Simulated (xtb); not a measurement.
xtb 6.7.1, GFN2-xTB: Hf(OMe)4 (C[O][Hf]([O]C)([O]C)[O]C), 21 atoms. The geometry is a generated start, not checked to be a minimum at this level.

```json
{
 "method": "GFN2-xTB",
 "--acc": "1 (default)",
 "--etemp (K)": "300 (default)",
 "detailed input (--input)": "none: ANC optimiser, Lindh (1995) Hessian, microcycle=20, maxdispl=1.0, hlow=0.01 (default)",
 "basis_functions": "54",
 "valence_electrons": "56"
}
```

```xyz
21

Hf     0.5301     0.0356     0.2284
O     -1.3261     0.0994     0.3981
C     -1.6453     0.5985     1.6673
H     -1.0942     1.5357     1.8670
H     -2.7233     0.8079     1.7107
H     -1.3998    -0.1394     2.4499
O      0.9501    -0.7789    -1.3999
C     -0.1277    -0.7711    -2.2900
H     -0.3577     0.2530    -2.6309
H      0.1314    -1.3708    -3.1729
H     -1.0310    -1.2092    -1.8282
O      1.1358    -0.9757     1.6749
C      0.9339    -2.3328     1.3894
H      1.5930    -2.6652     0.5697
H      1.1669    -2.9281     2.2840
H     -0.1216    -2.5237     1.1103
O      1.0846     1.8164     0.3005
C      0.6613     2.4902    -0.8490
H     -0.4121     2.3001    -1.0463
H      0.7940     3.5706    -0.7064
H      1.2578     2.1876    -1.7268
```

Charge 0 and multiplicity 1 are set for this test and not shown to be the ground state.

The structure is relaxed from this start with --opt LEVEL for the levels crude, sloppy, loose, lax, normal, tight, vtight, extreme, once each. Up to the end of the extreme run atoms move by at most 0.47 Å along an axis.

**Question.** Which level is enough to come within 1 meV of the tightest end point?

**Answer.** tight: 34 cycles against 50, ending 0.19 meV above.

```csv
level,cycles,energy above the extreme run (meV),gradient norm (eV/Å)
crude,1,5.4,0.11
sloppy,1,5.4,0.11
loose,1,5.4,0.11
lax,1,5.4,0.11
normal,13,1.9,0.020
tight,34,0.19,0.015
vtight,48,under 0.01,0.0043
extreme,50,—,0.0012
```
